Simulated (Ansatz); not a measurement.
# Bi2Te3: pressure series

Start from Bi₂Te₃ in the Bi2Te3 type structure (space group R-3m, No. 166).

```xyz
5
Lattice="2.1937 1.2666 10.0965 -2.1937 1.2666 10.0965 0.0000 -2.5331 10.0965" Properties=species:S:1:pos:R:3 pbc="T T T"
Bi     0.0000     0.0000    12.1202
Bi     0.0000     0.0000    18.1694
Te     0.0000     0.0000     0.0000
Te     0.0000     0.0000     6.3413
Te     0.0000     0.0000    23.9483
```

Cell and atoms are relaxed at each pressure.

Method: Kohn–Sham DFT with the PBE-D3(BJ) functional, run in Ansatz (a program for electronic structure) with PAW and 420 eV plane waves, no SOC, earlier PAW set.

Candidates:
(a) pressure 50 GPa
(b) pressure 7 GPa
(c) pressure 15 GPa
(d) pressure 3 GPa

Before the change:

```
Quantity   Value
---------  -----
c/a ratio  6.904
```

Order them by c/a ratio, lowest first.

(d) pressure 3 GPa (6.875), (b) pressure 7 GPa (6.933), (c) pressure 15 GPa (7.412), (a) pressure 50 GPa (12.061)

The mesh was chosen for an insulator and is coarse for the gapless case. From pressure 50 GPa on, the axis ratios lie over 15 % from the base's, so the cell there is far from its starting form. Load acts through the strain it causes; cell and atoms are relaxed under it. No phonon test of stability was made. Competing high-pressure phases were not computed. All final runs are without spin polarisation.
